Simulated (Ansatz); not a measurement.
## BaTiO3: energy against volume

BaTiO3 (cubic perovskite, Pm-3m, 12.513 Å³/atom and stress up to 0.01 GPa in the relaxed cell, cube axes along x, y and z) under an equal strain ε along all three axes. PBEsol in Ansatz, a plane-wave DFT program (PAW, default set), 420 eV, 8×8×8 Γ-centred mesh, Fermi-Dirac smearing 0.05 eV; ions are relaxed, or left where forces stay under 0.02 eV/Å, within the symmetry of each cell.

Here V stands for volume and E for E less E0.

| volume (Å³/atom) | E less E0 (meV/atom) | pressure (GPa) |
|---|---|---|
| 11.8494 | 21.79 | 11.09 |
| 12.0679 | 9.45 | 7.07 |
| 12.2891 | 2.27 | 3.38 |
| 12.5130 | 0.00 | -0.01 |
| 12.7396 | 2.16 | -3.11 |
| 12.9689 | 8.74 | -5.95 |
| 13.2010 | 19.25 | -8.55 |
| 13.6733 | ? | ? |

Question: Fit E against V with the third-order Birch-Murnaghan form, a cubic in V^(-2/3), and predict the withheld value at V = 13.6733.

Answer: With u = V^(-2/3) - 0.186, the rows have u = 0.006399, 0.004069, 0.001782, -0.000465, -0.002672, -0.004839, -0.006969. Least squares gives E = 0.061 + 424.38·u + 460378·u² + 614584·u³. Residuals (row less fit): 0.001, -0.002, -0.013, 0.037, -0.042, 0.022, -0.005; standard error 0.036 (degrees of freedom: 3). Its minimum lies at u = -0.000461, so V0 = (0.185539)^(-3/2) = 12.51. There d²E/du² = 919100 and d³E/du³ = 3688000, so B0 = (4/9) × 12.51^(-7/3) × 919100 × 0.160218 = 180 GPa (the last factor turns the table's units into GPa), and B0' = 4 + (2/3) × 0.185539 × (3688000)/919100 = 4.5. B0' rests on the cubic coefficient alone and has a standard error of 0.2 from these residuals. At the withheld row, u = -0.011116, so E = 0.061 + 424.38 × (-0.011116) + 460378 × (-0.011116)² + 614584 × (-0.011116)³ = 51.386 meV/atom. The calculation gives 51.38 meV/atom, 0.006 meV/atom below the prediction (0.0 % of the range of E in the table). The row lies outside the fitted rows, so this is an extrapolation. From the scatter of the fitted rows alone, a prediction at this place has a standard error of 0.216 meV/atom, so the miss is 0.0 times that.

The primitive cell can neither tilt nor turn polar against its symmetry, as such crystals can under strain. Other structures, which can take over under pressure, weren't tried. The same form fitted to the pressure column gives B0' = 4.5; series where the two differ by over 0.4 aren't shown. BaTiO3 is here the ideal cubic form; the compound distorts at low or room temperature. Rows are the converged runs of the series near zero and its far end, less any whose ions stayed unrelaxed beside relaxed ones; series whose fitted rows scatter by over a few per cent of the range, as at a crossing or softening among them, aren't shown in this form.
